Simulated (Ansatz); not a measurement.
Consider C in the diamond structure (space group Fd-3m, No. 227; a = 3.560 Å). Axes: x, y, z lie along the cube axes.

Computed with r2SCAN/PAW in Ansatz (an electronic-structure program), scalar-relativistic without spin-orbit coupling.

For the base:

| Property | Result |
|---|---|
| Valence-band top at Γ | 0.00, 0.00, 0.00 eV |
| Valley order | a point along ⟨100⟩, about 1.3 Å⁻¹ from Γ 4.36 eV |
| Pressure | 0.01 GPa |

One thing is altered: uniaxial strain ε_zz = −2.50 %, all other strain components held at zero; the atoms relax in the strained cell.

### Question
Predict the new valence-band top at Γ.

### Answer
The valence-band top at Γ (three highest levels, from the VBM) goes from 0.00, 0.00, 0.00 eV to 0.00, -0.40, -0.40 eV.

### Question
How does this affect the valley order?

### Answer
The valley order (the lowest conduction-band minima on the path, energy above the VBM, named in the base's zone) goes from a point along ⟨100⟩, about 1.3 Å⁻¹ from Γ 4.36 eV to a point along [001], about 1.3 Å⁻¹ from Γ 3.73 eV; a point along [100], about 1.3 Å⁻¹ from Γ 4.38 eV.

### Question
What does the calculation give for the pressure after the change?

### Answer
The pressure (mean of the normal stresses, compression positive) grows by 11.97 GPa to 11.98 GPa.

### Question
How does this affect the hole mass?

### Answer
The hole mass amounts to 0.50 mₑ along z, 0.26 mₑ across (at Γ).

The levels and masses belong to the bands next to the band gap. Effective masses come from finite differences of ±0.01 Å⁻¹. Stability against distortions was not tested.
